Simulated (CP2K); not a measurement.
Band structure of GaSb3 (Fm-3m, 4 atoms in the cell).

```xyz
4
Lattice="5.2759 0.0000 0.0000 2.6379 4.5690 0.0000 2.6379 1.5230 4.3077" Properties=species:S:1:pos:R:3 pbc="T T T"
Ga     0.0000     0.0000     0.0000
Sb     2.6379     1.5230     1.0769
Sb     7.9138     4.5690     3.2308
Sb     5.2759     3.0460     2.1539
```

Computed with PBEsol, GPW, DZVP-MOLOPT-SR-GTH basis, GTH-PBE potentials (GTH_POTENTIALS) (CP2K 2026.2).

Settings: CUTOFF = 600 Ry; REL_CUTOFF = 40 Ry; SMEAR/METHOD = GAUSSIAN; SIGMA = 0.136 eV; KPOINTS/SCHEME = MONKHORST-PACK 9 9 9; XC_FUNCTIONAL = PBE:PBESOL; Ga/BASIS_SET = DZVP-MOLOPT-SR-GTH-q13; Ga/POTENTIAL = GTH-PBE-q13; Sb/BASIS_SET = DZVP-MOLOPT-SR-GTH-q5; Sb/POTENTIAL = GTH-PBE-q5; METHOD = GPW; EPS_DEFAULT = 1e-10; EXTRAPOLATION = USE_GUESS; NGRIDS = 5.

The starting cell comes from a database of computed structures (which also holds hypothetical and non-ambient phases and stackings), without a prior relaxation at this level. Spin-orbit coupling is off. Values carry the incompleteness of an atom-centred basis. The potentials were made for another functional than the one used. The run gives no clean gap (levels at the Fermi energy touch, overlap or are partly filled at this smearing), which alone does not show that the compound is a metal.

Levels in eV from the Fermi level, bands 11 to 16:
| point | 11 | 12 | 13 | 14 | 15 | 16 |
|---|---|---|---|---|---|---|
| Γ | -2.53 | -2.53 | -2.36 | -2.36 | -2.36 | -0.62 |
| X | -5.15 | 0.71 | 1.06 | 1.15 | 1.15 | 1.97 |
| W | -2.92 | -2.46 | -2.35 | 1.51 | 1.69 | 2.28 |
| K | -2.93 | -1.34 | -0.84 | 0.17 | 1.01 | 1.59 |
| L | -3.51 | -2.60 | -2.60 | -0.28 | 0.05 | 2.18 |
| U | -2.93 | -1.34 | -0.84 | 0.17 | 1.01 | 1.59 |

Bands cross the Fermi level along this path, so the cell is metallic at this level.

Higher empty bands are left out: an atom-centred basis made for the valence describes them poorly.
